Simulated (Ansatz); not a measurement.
Ansatz (a program for electronic structure) run on TiAl3 (I4/mmm, 4 atoms in the cell): self-consistent single point.

Method of the run: PBE, PAW files (plane waves; Ansatz).

```
TiAl3
1.0
   -1.91454     1.91454     4.28838
    1.91454    -1.91454     4.28838
    1.91454     1.91454    -4.28838
Ti Al
1 3
Direct
  0.00000   0.00000   0.00000
  0.50000   0.50000   0.00000
  0.75000   0.25000   0.50000
  0.25000   0.75000   0.50000
```

Reference input (self-consistent single point, DFT, PBE, plane waves, PAW files): kpoints.mp_grid.grid = 16 16 16; hamiltonian.xc = pbe; hamiltonian.pseudopotentials = {kind: paw} (the program's default PAW files); scf.occupations.method = cold; scf.occupations.width = 0.1 eV. This run's input differs from it in these lines:

Ansatz 0.2 input:
```diff
@@ -16,3 +16,3 @@
 scf:
-  occupations: { method: cold, width: 0.1 }
+  occupations: { method: gaussian, width: 0.1 }
 output:
```

The program printed (abridged):

```
SCF iter   1: F=—  HF=-4114.043312 eV  |F-HF|=—  |Δ(HF+E_count)|=         —  Δρ=2.91e-2  dr2=6.23e-1  ethr=3.10e-3  ⟨swp⟩=5.2  Hψ=26989  notcnv=0
all-band conjugate gradients solve this SCF's bands
preconditioner: auto → Kerker (q_TF=auto, 2.273 Å⁻¹)
SCF iter   2: F=—  HF=-4113.899420 eV  |F-HF|=—  |Δ(HF+E_count)|=   1.44e-1  Δρ=1.85e-2  dr2=2.79e-1  ethr=2.96e-3  ⟨swp⟩=2.0  Hψ=9411  notcnv=0  defer=40
   [... lines left out ...]
SCF iter   4: F=—  HF=-4113.765499 eV  |F-HF|=—  |Δ(HF+E_count)|=   1.05e-3  Δρ=4.37e-4  dr2=9.13e-5  ethr=1.09e-5  ⟨swp⟩=2.7  Hψ=8462  notcnv=0  defer=63
SCF iter   5: F=—  HF=-4113.765471 eV  |F-HF|=—  |Δ(HF+E_count)|=   2.82e-5  Δρ=7.01e-5  dr2=4.83e-6  ethr=4.35e-7  ⟨swp⟩=2.0  Hψ=7441  notcnv=0  defer=65
SCF iter   6: F=—  HF=-4113.765470 eV  |F-HF|=—  |Δ(HF+E_count)|=   8.20e-7  Δρ=1.56e-5  dr2=1.69e-7  ethr=2.30e-8  ⟨swp⟩=2.1  Hψ=6228  notcnv=0  defer=65
SCF iter   7: F=-4113.765470 eV  HF=-4113.765470 eV  |F-HF|=2.06e-9  |Δ(HF+E_count)|=   2.13e-8  Δρ=2.63e-6  dr2=4.19e-9  ethr=4.76e-10  ⟨swp⟩=4.3  Hψ=17175  notcnv=0
SCF 1 converged in 7 iterations: F = -4113.765470 eV  dr2 = 4.19e-9
Free energy (F): -4113.765470 eV
Internal energy: -4113.756796 eV  (E = F + TS)
E sigma→0 (E₀):  -4113.761133 eV
Entropy (-TS):   -0.008674 eV (-2.168 meV/atom)
Fermi energy:    9.619017 eV
--- Forces (eV/Å), atoms counted from 1 ---
  atom   1  Ti     0.00000000     0.00000000     0.00000000
   [... zero for the other atoms too ...]
--- Stress (GPa, compression-positive) ---
        1.426597      -0.000000      -0.000000
       -0.000000       1.426597      -0.000000
        0.000000      -0.000000       1.540904
  P = ⅓ Tr σ = 1.4647 GPa (14.647 kbar)
  The stress holds the Pulay correction. Without it, at fixed plane waves, as pw.x and ABINIT print it: P = 1.4233 GPa
```

The run converged in 7 iterations. Against the reference run the free energy falls by 1.1 meV/atom and the pressure stays at 1.46 GPa.

The starting cell comes from a database of computed structures (which also holds hypothetical and non-ambient phases and stackings), without a prior relaxation at this level. Its lattice was rescaled by a random factor within 2.5 % of one. Spin polarisation is off. Ansatz's pressure includes its estimate of the finite-basis (Pulay) stress.

Cost on one core of a shared machine: roughly 40 s.
